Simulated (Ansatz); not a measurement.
System: MgS (F-43m, No. 216, 2 atoms in the cell; start mp-13032; metastable phase). Method: PBEsol (PAW; Ansatz, a quantum-chemistry and plane-wave program).

Settings: plane-wave cutoff 500 eV, 12×12×12 k mesh, gaussian smearing 0.02 eV, scalar-relativistic PAW data made under PBE.

Cell (relaxed at this level):

```cif
data_Mg4S4
_chemical_formula_sum 'Mg4 S4'
_space_group_name_H-M_alt 'F-43m'
_space_group_IT_number 216
_space_group_name_Hall 'F -4 2 3'
_cell_length_a 5.65134
_cell_length_b 5.65134
_cell_length_c 5.65134
_cell_angle_alpha 90.000
_cell_angle_beta 90.000
_cell_angle_gamma 90.000
loop_
_atom_site_label
_atom_site_type_symbol
_atom_site_symmetry_multiplicity
_atom_site_Wyckoff_symbol
_atom_site_fract_x
_atom_site_fract_y
_atom_site_fract_z
_atom_site_occupancy
Mg1 Mg 4 a 0.00000 0.00000 0.00000 1
S1 S 4 c 0.25000 0.25000 0.25000 1
```
(The calculation used a cell of 2 atoms; values per cell refer to that cell.)

### Question
Give the computed band gap.

### Answer

- band gap: 3.32 eV (on the SCF k mesh)

Note: the relaxation could not lower the start's symmetry, so the cell can be a saddle point above a distorted one.

A start named mp-… is a Materials Project structure, which need not be a measured phase.
